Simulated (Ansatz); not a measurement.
Consider this model of amorphous Ge19Se38Sb4.

```xyz
61
Lattice="11.3851 -0.2380 0.8073 -0.2380 12.8148 -0.3097 0.8073 -0.3097 11.7530" Properties=species:S:1:pos:R:3 pbc="T T T"
Ge    10.6189     3.7207     2.1151
Ge    11.4779     4.2782    10.0204
Ge     1.0030     9.7645     8.9686
Ge     4.4806     4.7230     4.9237
Ge     8.1767     5.4849     3.0516
Ge    10.1542     1.6515     8.8152
Ge     6.9040    12.3042     9.9985
Ge     0.7105     2.1508     5.0831
Ge     2.3378     4.5213     2.0205
Ge     6.9906     1.8563     3.2637
Ge     9.1601    10.2952     8.6701
Ge     8.7351     5.5884     8.8045
Ge     3.7524    10.9624     9.7896
Ge    10.1531     0.0622     2.5137
Ge     0.4770    10.7312     5.2248
Ge     2.5127    12.3164     3.2436
Ge     3.2788     5.6604    10.6362
Ge     5.4243     5.2996     8.0947
Ge     5.3003     7.3615     1.8297
Se     8.7380     3.5061     4.2595
Se     9.6233     5.7563     1.1689
Se     9.6402    -0.3874    10.2893
Se     2.8922     6.8786     1.3304
Se     0.8418     1.1462     2.6061
Se     9.8020    10.8274     1.0102
Se     9.2316     8.9127     3.2340
Se    10.8860     4.9379     7.5110
Se     6.7831    10.0747     9.0537
Se     8.3973     7.1796     4.7167
Se     5.6497    -0.0338     0.8627
Se     7.3692     4.7457     6.8775
Se     5.4866     1.6374     5.3176
Se     9.5348     1.8072     0.9814
Se     4.4722    10.9963     6.2043
Se     7.5129     7.9772    11.9563
Se     1.1984    10.1688     3.0770
Se     2.4816     6.4488     4.6067
Se     4.6660     7.6090     7.7274
Se     1.3927    12.0418     9.3650
Se     3.4834     4.0008     7.4049
Se     1.8118    -0.0301     6.0798
Se     8.3444    -0.1302     4.0848
Se     5.9520     1.0967     9.0502
Se     3.4936    11.3023     0.5074
Se     0.3872     4.9117     3.3184
Se    10.1960     8.5494     9.9522
Se     5.6754     4.9505    10.4179
Se     3.5897     2.9525     3.3017
Se     9.0506     3.3349    10.1912
Se     5.9288     5.1016     2.2693
Se     4.9037     9.0205     3.5680
Se     1.0375     2.2862     8.5282
Se     1.7220     9.2466     6.6995
Se     9.6655     1.2844     6.5674
Se     9.4534    10.2125     6.2952
Se     2.5642     8.7998    10.4768
Se     2.3263     3.3668    11.6903
Sb     6.1303     8.9624     5.9436
Sb     6.7060    -0.1069     6.7947
Sb     7.3133    10.2732     2.0051
Sb     1.9164     6.3818     7.1354
```

Level of theory: PBE-D3(BJ), scalar-relativistic without spin-orbit coupling, PAW (Ansatz default set, large-core Se) (plane waves to 420 eV; Ansatz, a first-principles code).

The cell was made by melting and quenching with the CHGNet potential and then relaxed with DFT. The hot cell started wider than the set density and was brought back towards it in steps. It is the lowest in DFT energy of 3 quenches. It is a model cell: composition and starting density were chosen by hand, and all elements were melted together. The geometry includes D3(BJ) dispersion. Its density started from a set value of 4.40 and ended at 4.74 g/cm³. Cooling (nominally 74 K/ps over its main leg) ran many orders faster than in experiment, which tends to leave more defects and strain. One small periodic cell is one sample of the glass; other quenches scatter about these values. Volume and shape were free in the relaxation.

Bonds are counted up to Ge-Ge 2.85 Å, Ge-Se 2.92 Å, Ge-Sb 3.11 Å, Se-Se 2.76 Å, Se-Sb 3.11 Å, Sb-Sb 3.34 Å.

Problem. Give the coordination numbers, mean bond lengths and angles.

Solution. 
The mean coordination of Ge is 3.63 (8 with 3, 10 with 4, 1 with 5). The mean coordination of Se is 2.32 (26 with 2, 12 with 3) and the mean coordination of Sb comes out as 3.75 (2 with 3, 1 with 4, 1 with 5). The mean Ge-Se bond is 2.494 Å (spread 0.122 Å, 69 counted) and the mean Se-Sb bond is 2.752 Å (spread 0.155 Å, 15 counted). The mean Se-Se bond is 2.425 Å (spread 0.003 Å, 2 counted) and the bond angle at Ge comes out as mean 104.9°, spread 12.9°. The bond angle at Se is mean 95.6°, spread 14.8° and the bond angle at Sb comes out as mean 100.0°, spread 28.9°.

Problem. List the pairs of like atoms that count as bonded by the rules above.

Solution. Se26-Se29 (2.43 Å), Se30-Se44 (2.42 Å).
